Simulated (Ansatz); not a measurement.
InSe (P6₃/mmc, No. 194; cell taken from a computed entry), treated with PBEsol (PAW; Ansatz, a quantum-chemistry and plane-wave program).

Settings: plane-wave cutoff 520 eV, 12×12×2 k mesh (along the axes of the cell as run), Fermi–Dirac smearing 0.01 eV, scalar-relativistic PAW data made under PBE.

Cell (relaxed with PBEsol):

```yaml
crystal:
  lattice:
    - [4.00575, 0.00000, 0.00000]
    - [-2.00287, 3.46908, 0.00000]
    - [0.00000, 0.00000, 16.99821]
  atoms:
    - { symbol: In, position: [0.33333, 0.66667, 0.33167] }
    - { symbol: In, position: [0.66667, 0.33333, 0.66833] }
    - { symbol: In, position: [0.66667, 0.33333, 0.83167] }
    - { symbol: In, position: [0.33333, 0.66667, 0.16833] }
    - { symbol: Se, position: [0.33333, 0.66667, 0.59308] }
    - { symbol: Se, position: [0.66667, 0.33333, 0.40692] }
    - { symbol: Se, position: [0.66667, 0.33333, 0.09308] }
    - { symbol: Se, position: [0.33333, 0.66667, 0.90692] }
```

**Question.** Give the computed band gap.

**Answer.** 
band gap: 0.43 eV

Measured, for comparison: band gap 1.17 eV (temperature not stated, no zero-point or thermal correction; as tabulated in Kim et al. (2020), doi:10.1038/s41597-020-00723-8).

Note: the cell comes from a level without a dispersion term, which matters for the spacing of layers, chains or molecules; the cell has widely spaced layers and the level no dispersion term, so their spacing and the moduli can rest on weak binding.

Spin–orbit coupling is not included.

Static lattice: no zero-point or thermal effects.

It cost very roughly 90 core-seconds of CPU time.
